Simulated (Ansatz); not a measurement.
**Na: energy against volume**

Na (bcc, Im-3m, 37.024 Å³/atom and stress up to 0.01 GPa in the relaxed cell, cube axes along x, y and z) under an equal strain ε along all three axes. PBE in Ansatz, a plane-wave DFT program (PAW, default set), 420 eV, 22×22×22 Γ-centred mesh, Fermi-Dirac smearing 0.10 eV.

Here V stands for volume and E for E less E0.

```
volume (Å³/atom)  E less E0 (meV/atom)  pressure (GPa)
----------------  --------------------  --------------
34.8471                           3.12            0.52
35.3832                           1.67            0.38
35.9248                           0.69            0.25
36.4718                           0.13            0.12
37.0244                           0.00            0.00
37.5826                           0.27           -0.11
38.1463                           0.92           -0.22
38.7156                           1.95           -0.32
39.2906                           3.32           -0.41
40.4576                              ?               ?
```

The 9 complete rows are fitted with the third-order Birch-Murnaghan form, a cubic in V^(-2/3), E against V. With u = V^(-2/3) - 0.0901, the rows have u = 0.0036322, 0.0026830, 0.0017482, 0.0008275, -0.0000795, -0.0009731, -0.0018533, -0.0027205, -0.0035751. Least squares gives E = -0.005 - 39.5·u + 248427·u² - 209751·u³. Residuals (row less fit): 0.001, -0.003, 0.006, -0.002, 0.000, 0.001, -0.003, 0.005, -0.001; standard error 0.004 (degrees of freedom: 5). Its minimum lies at u = 0.0000795, so V0 = (0.0901795)^(-3/2) = 36.93. There d²E/du² = 496800 and d³E/du³ = -1259000, so B0 = (4/9) × 36.93^(-7/3) × 496800 × 0.160218 = 7.79 GPa (the last factor turns the table's units into GPa), and B0' = 4 + (2/3) × 0.0901795 × (-1259000)/496800 = 3.8. B0' rests on the cubic coefficient alone and has a standard error of 0.1 from these residuals.

Q: Estimate the missing E (V = 40.4576); what did the run itself give?

A: u = -0.0052471, so E = -0.005 - 39.5 × (-0.0052471) + 248427 × (-0.0052471)² - 209751 × (-0.0052471)³ = 7.072 meV/atom. The calculation gives 7.10 meV/atom, 0.028 meV/atom above the prediction (0.4 % of the range of E in the table). The row lies outside the fitted rows, so this is an extrapolation. The scatter of the fitted rows lies at the last printed digit.

In a metal these values are sensitive to mesh and smearing; energies are taken to zero smearing, stresses follow the free energy. Other structures, which can take over under pressure, weren't tried. The same form fitted to the pressure column gives B0' = 3.7; series where the two differ by over 0.4 aren't shown. Rows are the converged runs of the series near zero and its far end, less any whose ions stayed unrelaxed beside relaxed ones; series whose fitted rows scatter by over a few per cent of the range, as at a crossing or softening among them, aren't shown in this form.
